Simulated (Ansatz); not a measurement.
Ansatz (a first-principles code) run on SnSeS (P3m1, 3 atoms in the cell): relaxation of the atoms.

Method of the run: LDA (PW92), default PAW files made with PBE (plane waves; Ansatz).

The change in words: one atom moved by 0.15 angstrom; relax: default → atoms; relax.f_tol: default → 0.001 eV/Å. Reference geometry:
```
CELL_PARAMETERS angstrom
      3.77900     0.00000     0.00000
     -1.88950     3.27271     0.00000
      0.00000     0.00000     6.39585
ATOMIC_POSITIONS crystal
  Sn 0.33333 0.66667 0.00765
  Se 0.00000 0.00000 0.75771
  S  0.66667 0.33333 0.23464
```

Reference input (self-consistent single point, DFT, LDA (PW92), plane waves, default PAW files made with PBE): basis.ecutwfc = 420 eV; kpoints.mp_grid.grid = 8 8 4; hamiltonian.xc = lda; hamiltonian.pseudopotentials = {kind: paw} (the program's default PAW files); scf.occupations.method = fixed. This run's input differs from it in these lines:

```diff
@@ -6,3 +6,3 @@
   atoms:
-    - { symbol: Sn, position: [0.333333, 0.666667, 0.007650] }
+    - { symbol: Sn, position: [0.333333, 0.666667, 0.031103] }
     - { symbol: Se, position: [0.000000, 0.000000, 0.757710] }
@@ -18,2 +18,4 @@
   occupations: { method: fixed }
+relax:
+  f_tol: 0.001
 output:
```

Output, abridged:

```
   [... SCF lines of the steps left out ...]
relax step   1: F+E_penalty+E_count = -12133.12575927 eV  Δ(F+E_penalty+E_count) = +0.000e0 eV  max|allowed force component| = 2.225e0 eV/Å  Δτ_max = 0.0000 Å  (7 SCF iters, dr2 threshold 1.00e-7 eV, accepted)
relax step   2: F+E_penalty+E_count = -12133.10250147 eV  Δ(F+E_penalty+E_count) = +2.326e-2 eV  max|allowed force component| = 2.261e0 eV/Å  Δτ_max = 0.1918 Å  (6 SCF iters, dr2 threshold 1.00e-4 eV, rejected (line search))
   [... lines left out ...]
relax step   5: F+E_penalty+E_count = -12133.30243470 eV  Δ(F+E_penalty+E_count) = -1.737e-6 eV  max|allowed force component| = 1.041e-2 eV/Å  Δτ_max = 0.0015 Å  (4 SCF iters, dr2 threshold 2.01e-8 eV, accepted)
relax step   6: F+E_penalty+E_count = -12133.30244362 eV  Δ(F+E_penalty+E_count) = -8.911e-6 eV  max|allowed force component| = 1.435e-3 eV/Å  Δτ_max = 0.0011 Å  (4 SCF iters, dr2 threshold 6.78e-9 eV, accepted)
relax step   7: F+E_penalty+E_count = -12133.30244374 eV  Δ(F+E_penalty+E_count) = -1.252e-7 eV  max|allowed force component| = 6.857e-5 eV/Å  Δτ_max = 0.0001 Å  (4 SCF iters, accepted)
the relaxation is at rest under the 6 symmetry operations that the run kept from its start: a minimum is not shown …
Stability not checked: this state was not tested for a lower state beside it, because too few of the mixer's solves of this state at the end of the SCF gave a …
Free energy (F): -12133.302444 eV
Internal energy: -12133.302444 eV  (E = F + TS)
E sigma→0 (E₀):  -12133.302444 eV
Fermi energy:    5.931013 eV
--- Forces (eV/Å), atoms counted from 1 ---
  atom   1  Sn     0.00000000    -0.00000000    -0.00007716
  atom   2  Se    -0.00000000    -0.00000000     0.00005068
   [... lines left out ...]
  F+E_penalty+E_count = -12133.30244374 eV   max|allowed force component| = 6.857e-5 eV/Å
  atoms:
    - { symbol: Sn, position: [0.3333333333333333, 0.6666666666666667, 0.015248231879761157] }
    - { symbol: Se, position: [-7.058979648691069e-19, -6.226494970675924e-26, 0.7689802015144034] }
    - { symbol: S, position: [0.6666666666666666, 0.33333333333333337, 0.23922456660583555] }
```

The run converged. 

Summary of the result:
```
Quantity                                                  Result
------------------------------------------------  --------------
Free energy E − TS (on the zero of these files)   -12133.3024 eV
Top of the valence band (on the code's own zero)         5.93 eV
Gap on the k-point mesh                                  0.91 eV
Pressure                                               -2.43 GPa
Relaxation steps                                               7
```

The starting cell comes from a database of computed structures (which also holds hypothetical and non-ambient phases and stackings), without a prior relaxation at this level. Its lattice was rescaled by up to half a per cent. For this run, on top of that: one atom moved by 0.15 angstrom. The relaxation keeps the symmetry of its start, so its end need not be a minimum. Ansatz's pressure includes its estimate of the finite-basis (Pulay) stress.

Keys are those of Ansatz 0.2.
